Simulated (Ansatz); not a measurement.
Input:

```xyz
12
Lattice="1.9102 -5.3417 0.0000 1.9102 5.3417 0.0000 0.0000 0.0000 12.6344" Properties=species:S:1:pos:R:3 pbc="T T T"
Si     1.9102    -2.7456     5.6232
Si     1.9102     2.7456     7.0112
Si     1.9102     2.7456    11.9403
Si     1.9102    -2.7456     0.6940
Si     1.9102     0.7611     8.3033
Si     1.9102    -0.7611     4.3310
Si     1.9102    -0.7611     1.9861
Si     1.9102     0.7611    10.6482
Si     1.9102    -5.0337     5.1714
Si     1.9102     5.0337     7.4630
Si     1.9102     5.0337    11.4885
Si     1.9102    -5.0337     1.1458
```

No spin polarisation.

All numbers come from Ansatz (a quantum-chemistry and plane-wave program) PBEsol, no spin-orbit coupling. Settings: 7×7×2 k-points, 0.05 eV Fermi–Dirac smearing.

**Question.** What is the computed hole mass?

**Answer.** 0.14 mₑ along a, 0.42 mₑ along b, 2.0 mₑ along c (at Y).

**Question.** Estimate the band gap.

**Answer.** 0.39 eV.

Load acts through the strain it causes; cell and atoms are relaxed under it. Effective masses come from finite differences of ±0.01 Å⁻¹. Whether these cells are dynamically stable was not tested. The cell was made from Si (space group Cmcm, No. 63; a cell from a computed database, its experimental status unchecked) by this change: pressure 0.3 GPa. This is not the structure that Si has at room temperature and ambient pressure.
